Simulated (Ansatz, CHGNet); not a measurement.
VSi2 (P6₂22, No. 180): properties by level of theory

| level (code) | lattice constant a (Å) | c axis length (Å) |
|---|---|---|
| CHGNet-r²SCAN (CHGNet) | 4.457 | 6.493 |
| LDA (Ansatz) | 4.491 | 6.278 |
| PBE (Ansatz) | 4.565 | 6.369 |
| PBE-D4 (Ansatz) | 4.513 | 6.314 |
| r²SCAN (Ansatz) | 4.530 | 6.326 |
| r²SCAN-D4 (Ansatz) | 4.514 | 6.309 |

Ansatz's density-functional and Hartree–Fock values are scalar-relativistic unless marked +SOC, with PAW data made under PBE.

The crystal itself was run without spin with LDA, PBE, PBE-D4, r²SCAN, r²SCAN-D4.

Ansatz is a program for electronic structure.
